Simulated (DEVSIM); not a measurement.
## abrupt Si p-n junction

System: abrupt Si p-n junction, at 300 K.

```tsv
layer (left to right)	material	thickness (μm)	Nd (cm⁻³)	Na (cm⁻³)	τn (s)	τp (s)
1	Si	1.90	-	1.5e16	2e-7	2e-7
2	Si	140	1.1e16	-	2e-7	2e-7
```

Left contact: ohmic. Right contact: ohmic. Voltage is applied to the left contact. Recombination: SRH at mid-gap, Auger. Mobility is constant in doping.

This is a model device: material constants are rounded textbook-type values typed into the input, and sizes, dopings and lifetimes were drawn at random. Values at 300 K.

```
parameter           Si
-------------  -------
gap (eV)         1.124
affinity (eV)     4.05
permittivity      11.7
Nc (cm⁻³)      2.86e19
Nv (cm⁻³)       3.1e19
μn (cm²/Vs)       1417
μp (cm²/Vs)        470
Cn (cm⁶/s)     2.8e-31
Cp (cm⁶/s)     9.9e-32
```

Model (solved in DEVSIM): 1D drift-diffusion, Boltzmann statistics, complete ionisation; no tunnelling, impact ionisation, image-force lowering or self-heating.

The potential step across the device at zero bias comes out as 0.723 V, the largest field in the device at zero bias is 36000 V/cm and the dark forward voltage at 1 A/cm² is 0.578 V. The dark forward voltage at 100 A/cm² is 1.201 V.

Dark reverse current:

```csv
V (V),J (A/cm²)
-0.40,-4.8e-8
-1.00,-9.8e-8
-2.00,-1.6e-7
-3.00,-2.2e-7
-4.00,-2.7e-7
-6.00,-3.5e-7
-8.00,-4.2e-7
-10.00,-4.8e-7
-13.00,-5.7e-7
-16.00,-6.4e-7
-20.00,-7.3e-7
```

Small-signal capacitance in reverse bias (quasi-static):

```json
[
 {"V (V)": "-0.4", "C (nF/cm²)": "22.2"},
 {"V (V)": "-1", "C (nF/cm²)": "17.7"},
 {"V (V)": "-2", "C (nF/cm²)": "14.0"},
 {"V (V)": "-3", "C (nF/cm²)": "12.0"},
 {"V (V)": "-4", "C (nF/cm²)": "10.6"},
 {"V (V)": "-6", "C (nF/cm²)": "8.89"},
 {"V (V)": "-8", "C (nF/cm²)": "7.79"},
 {"V (V)": "-10", "C (nF/cm²)": "7.03"},
 {"V (V)": "-13", "C (nF/cm²)": "6.21"},
 {"V (V)": "-16", "C (nF/cm²)": "5.62"},
 {"V (V)": "-20", "C (nF/cm²)": "5.05"}
]
```
